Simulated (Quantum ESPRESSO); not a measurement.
Habitual settings against a tight run: Hf2Al3Au (R-3m, 6 atoms in the cell)

Self-consistent single point.

```
CELL_PARAMETERS angstrom
      2.68259     1.54879     4.30077
     -2.68259     1.54879     4.30077
      0.00000    -3.09759     4.30077
ATOMIC_POSITIONS crystal
  Hf 0.37678 0.37678 0.37678
  Hf 0.62322 0.62322 0.62322
  Al 0.50000 0.00000 0.00000
  Al 0.00000 0.50000 0.00000
  Al 0.00000 0.00000 0.50000
  Au 0.00000 0.00000 0.00000
```

Computed with PBEsol, GBRV 1.5 ultrasoft (PBESOL) pseudopotentials (plane waves; Quantum ESPRESSO).

Base settings: ecutwfc = 40 Ry; ecutrho = 320 Ry; occupations = smearing; smearing = mp; degauss = 0.019992 Ry; potentials = {Hf: hf_pbesol_v1.uspp.F.UPF, Al: al_pbesol_v1.uspp.F.UPF, Au: au_pbesol_v1.uspp.F.UPF}; K_POINTS = automatic 8 8 8 0 0 0; conv_thr = 1e-10 Ry; mixing_beta = 0.4.

Tight run (finer mesh or higher cutoff; not a proven limit): ecutwfc: 40 Ry → 56 Ry; ecutrho: 320 Ry → 448 Ry; conv_thr: 1e-10 Ry → 7.3e-11 Ry; K_POINTS: automatic 8 8 8 0 0 0 → automatic 11 11 11 0 0 0. It gave Fermi level (on the code's own zero) 12.13 eV; pressure -6.20 GPa; largest force (vector length) 0.007 eV/Å.

Quick runs, as changes from the base:
- A: the base itself
- B: ecutwfc: 40 Ry → 20 Ry; ecutrho: 320 Ry → 160 Ry; K_POINTS: automatic 8 8 8 0 0 0 → automatic 4 4 4 1 1 1
- C: ecutwfc: 40 Ry → 28 Ry; ecutrho: 320 Ry → 224 Ry; K_POINTS: automatic 8 8 8 0 0 0 → automatic 4 4 4 0 0 0
- D: ecutwfc: 40 Ry → 24 Ry; ecutrho: 320 Ry → 192 Ry; conv_thr: 1e-10 Ry → 7.3e-05 Ry; K_POINTS: automatic 8 8 8 0 0 0 → automatic 1 1 1 0 0 0
- E: ecutwfc: 40 Ry → 28 Ry; ecutrho: 320 Ry → 224 Ry
- F: ecutwfc: 40 Ry → 32 Ry; ecutrho: 320 Ry → 256 Ry; pseudopotentials: {Hf: hf_pbesol_v1.uspp.F.UPF, Al: al_pbesol_v1.uspp.F.UPF, Au: au_pbesol_v1.uspp.F.UPF} → {Hf: hf_lda_v1.uspp.F.UPF, Al: al_lda_v1.uspp.F.UPF, Au: au_lda_v1.uspp.F.UPF}; K_POINTS: automatic 8 8 8 0 0 0 → automatic 6 6 6 1 1 1 [LDA (PZ)]

Energies are extrapolated to zero smearing width, which holds to low order in the width alone (under cold and Methfessel-Paxton smearing the free energy itself is taken).

Dashes: time of B, D, under 30 s; pressure of D, not trusted under this conv_thr with d or f elements; energy of F, another energy zero.

† marks runs with another functional, U, potentials or spin treatment: their distance from the tight run is not a convergence error alone.

The count of work is k-points × plane waves × bands × iterations; it is no time. Core times come from one kind of shared machine and are given to one figure; runs under 30 s give none.

The starting cell comes from a database of computed structures (which also holds hypothetical and non-ambient phases and stackings), without a prior relaxation at this level. Its lattice was rescaled by a random factor within 2.5 % of one. In the base run, with a pressure of about -7 GPa the cell is away from its equilibrium volume at this level.

```tsv
run	energy less tight (meV/atom)	pressure less tight (GPa)	largest miss in a force vector (eV/Å)	count of work / tight	core time / tight (rough)
A	6.0	-0.32	0.014	0.25	0.3
B	216.1	-14.17	0.029	0.012	–
C	25.5	0.09	0.094	0.054	0.1
D	203.4	–	0.833	0.0011	–
E	25.5	-0.04	0.013	0.16	0.2
F†	–	-3.67	0.001	0.078	0.2
```

Among the runs at the tight run's level, the energy misses run from 6.0 to 216.1 meV/atom.
